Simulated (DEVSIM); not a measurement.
Device: Au/HfO2/SiO2/p-Si capacitor, at 300 K.

Layer 1 from the left is HfO2, thickness (nm) 2.60. Layer 2 from the left is SiO2, thickness (nm) 0.540. Layer 3 from the left is Si, thickness (nm) 8600, Na (cm⁻³) 2.2e14.

Metal gate on the left, work function 5.1 eV. Fixed charge at the semiconductor interface 2.1e10 cm⁻² (in units of +e); no interface traps.

Constants are typed, rounded textbook-type inputs, not results; the design itself was drawn at random and stands for no fabricated device. Values at 300 K.

HfO2: gap (eV) 5.7, affinity (eV) 2.5, permittivity 22. SiO2: gap (eV) 9, affinity (eV) 0.9, permittivity 3.9. Si: gap (eV) 1.124, affinity (eV) 4.05, permittivity 11.7, Nc (cm⁻³) 2.86e19, Nv (cm⁻³) 3.1e19.

Simulated with DEVSIM: 1D Poisson equation in equilibrium, Boltzmann statistics, complete ionisation; no quantum confinement or tunnelling. Metal contacts follow the ideal Schottky-Mott rule: no Fermi-level pinning, no interface dipoles.

Q: What does the simulation give for the minimum of the low-frequency capacitance, the threshold voltage (band bending 2φF), the flat-band voltage?

A: minimum of the low-frequency capacitance 0.00732 μF/cm²; threshold voltage (band bending 2φF) 0.75 V; flat-band voltage 0.23 V.
